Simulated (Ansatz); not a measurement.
Band structure of Zr (P6_3/mmc, 4 atoms in the cell).

```
Zr
1.0
    3.22393     0.00000     0.00000
   -1.61197     2.79201     0.00000
    0.00000     0.00000    10.37302
Zr
4
Direct
  0.00000   0.00000   0.00000
  0.00000   0.00000   0.50000
  0.33333   0.66667   0.25000
  0.66667   0.33333   0.75000
```

Method: PBE (plane waves, PAW; Ansatz, a quantum-chemistry and plane-wave program).

Settings: basis.ecutwfc = 420 eV; kpoints.mp_grid.grid = 11 11 3; hamiltonian.xc = pbe; hamiltonian.pseudopotentials = {kind: paw} (the program's default PAW files); scf.occupations.method = gaussian; scf.occupations.width = 0.1 eV; kpoints.band_path.npoints = 8.

The starting cell was generated: these elements placed on a structure prototype, without a prior relaxation; it need not be a known phase or ordering of this composition. Its lattice was rescaled by a random factor within 2.5 % of one.

Levels in eV from the Fermi level, bands 21 to 28:
```tsv
point	21	22	23	24	25	26	27	28
Γ	0.03	0.07	0.72	0.72	0.83	0.83	1.03	1.16
M	-1.47	-1.35	-1.12	-0.05	0.10	0.67	1.32	1.70
K	-1.33	-1.30	-1.08	-1.08	-0.02	0.12	0.12	0.30
A	0.44	0.44	0.63	0.63	0.89	0.89	0.89	0.89
L	-1.87	-1.87	-0.06	-0.06	0.87	0.87	1.10	1.10
H	-1.15	-1.15	-1.10	-1.10	0.11	0.11	0.15	0.15
```

Bands cross the Fermi level along this path, so the cell is metallic at this level.

Keys are those of Ansatz 0.2.
